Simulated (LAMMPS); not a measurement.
Simulation of Cu (fcc), 2048 atoms, at 810 K and 2 GPa, heated as the crystal.

All values are model results, not measurements: classical MD, pair style eam/alloy, file Cu_zhou.eam.alloy, run in LAMMPS.

Give g(r) against r (Å) as the simulation yields it.

State found: crystal; no diffusion seen in 30 ps.
```csv
r (Å),g(r)
1.980,0.000
2.020,0.001
2.060,0.002
2.100,0.013
2.140,0.059
2.180,0.137
2.220,0.343
2.260,0.672
2.300,1.18
2.340,1.86
2.380,2.55
2.420,3.28
2.460,3.91
2.500,4.27
2.540,4.30
2.580,4.15
2.620,3.73
2.660,3.21
2.700,2.65
2.740,2.09
2.780,1.57
2.820,1.15
2.860,0.785
2.900,0.536
2.940,0.356
2.980,0.241
3.020,0.159
3.060,0.109
3.100,0.093
3.140,0.092
3.180,0.116
3.220,0.137
3.260,0.189
3.300,0.252
3.340,0.325
3.380,0.414
3.420,0.516
3.460,0.607
3.500,0.705
3.540,0.783
3.580,0.821
3.620,0.841
3.660,0.844
3.700,0.810
3.740,0.713
3.780,0.643
3.820,0.547
3.860,0.454
3.900,0.372
3.940,0.331
3.980,0.315
4.020,0.353
4.060,0.428
4.100,0.566
4.140,0.759
4.180,0.990
4.220,1.28
4.260,1.56
4.300,1.86
4.340,2.13
4.380,2.27
4.420,2.39
4.460,2.38
4.500,2.27
4.540,2.06
4.580,1.81
4.620,1.54
4.660,1.25
4.700,1.01
4.740,0.822
4.780,0.690
4.820,0.602
4.860,0.587
4.900,0.612
4.940,0.678
4.980,0.750
5.020,0.830
5.060,0.870
5.100,0.910
5.140,0.908
5.180,0.892
5.220,0.846
5.260,0.799
5.300,0.748
5.340,0.699
5.380,0.678
5.420,0.710
5.460,0.774
5.500,0.851
5.540,0.949
5.580,1.05
5.620,1.19
5.660,1.29
5.700,1.35
5.740,1.34
5.780,1.32
5.820,1.27
5.860,1.14
5.900,1.02
5.940,0.904
5.980,0.785
6.020,0.676
6.060,0.600
```

Caution: a run this short can hold a crystal over, or a liquid under, the potential's own melting point, which these runs don't give.
